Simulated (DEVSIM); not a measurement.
Device: illuminated Si n-on-p cell, one wavelength, with a back-surface field, at 300 K.

Layer 1 from the left is Si, thickness (μm) 0.140, Nd (cm⁻³) 1.2e19, τn (s) 2.4e-7, τp (s) 2.8e-6, absorption coefficient (cm⁻¹) 2600. Layer 2 from the left is Si, thickness (μm) 120, Na (cm⁻³) 1.2e15, τn (s) 1.4e-5, τp (s) 1.4e-5, absorption coefficient (cm⁻¹) 2600. Layer 3 from the left is Si, thickness (μm) 0.120, Na (cm⁻³) 2.2e18, τn (s) 1.4e-5, τp (s) 1.4e-5, absorption coefficient (cm⁻¹) 2600.

Left contact: ohmic, minority hole recombination velocity 600 cm/s. Right contact: ohmic, minority electron recombination velocity 100 cm/s. Voltage is applied to the left contact. Recombination: SRH at mid-gap, radiative, Auger. Light enters at the left, 1.6e17 photons cm⁻² s⁻¹, one pass, no reflection. Mobility is constant in doping.

Constants are typed, rounded textbook-type inputs, not results; the design itself was drawn at random and stands for no fabricated device. Values at 300 K.

Si: gap (eV) 1.124, affinity (eV) 4.05, permittivity 11.7, Nc (cm⁻³) 2.86e19, Nv (cm⁻³) 3.1e19, μn (cm²/Vs) 1417, μp (cm²/Vs) 470, B (cm³/s) 4.7e-15, Cn (cm⁶/s) 2.8e-31, Cp (cm⁶/s) 9.9e-32.

DEVSIM, 1D drift-diffusion, Boltzmann statistics, complete ionisation; no tunnelling, impact ionisation, image-force lowering or self-heating.

Dark forward current:

| |V| (V) | |J| (A/cm²) |
|---|---|
| 0.05 | 1.036e-9 |
| 0.10 | 4.029e-9 |
| 0.15 | 1.440e-8 |
| 0.20 | 5.786e-8 |
| 0.25 | 2.791e-7 |
| 0.30 | 1.583e-6 |
| 0.35 | 9.954e-6 |
| 0.40 | 6.589e-5 |
| 0.45 | 0.0004449 |
| 0.50 | 0.002950 |
| 0.55 | 0.01691 |
| 0.60 | 0.06631 |
| 0.65 | 0.1922 |
| 0.70 | 0.5136 |
| 0.75 | 1.363 |
| 0.80 | 3.711 |
| 0.85 | 11.40 |
| 0.90 | 49.55 |
| 0.95 | 252.0 |
| 1.00 | 883.3 |
| 1.05 | 2075 |

Problem. Work out the local ideality factor n = ΔV / (kT/q · ln(J2/J1)) between the rows 0.15 and 0.20 V, 0.40 and 0.45 V, 1.00 and 1.05 V.

Solution. kT/q = 25.85 mV. From 0.15 to 0.20 V: ln(5.786e-8/1.440e-8) = 1.391, n = 1.39. From 0.40 to 0.45 V: ln(0.0004449/6.589e-5) = 1.910, n = 1.01, near the 1 of diffusion or emission over a barrier. From 1.00 to 1.05 V: ln(2075/883.3) = 0.854, n = 2.26.

Problem. What current could the absorbed light give at most, and what share is collected?

Solution. Σ αd = 31.3, so qΦ(1 − exp(−Σ αd)) = 25.6 mA/cm². The simulated short-circuit current is 25.49 mA/cm², a share of 0.99.

Problem. Estimate the open-circuit voltage by superposition: the voltage at which the dark current equals that short-circuit current.

Solution. Interpolating ln J in the table gives 0.565 V. The simulation gives 0.562 V; the estimate lies 3 mV above. Superposition holds where collection doesn't change with voltage.

Problem. Estimate the fill factor from FF0 = (v − ln(v + 0.72))/(v + 1), v = qVoc/(nkT), with n from the dark curve.

Solution. The rows about Voc, 0.55 and 0.60 V, give n = 1.42, so v = 15.4 and FF0 = 0.769. The simulation gives 0.804; the estimate lies 4.3 % below.
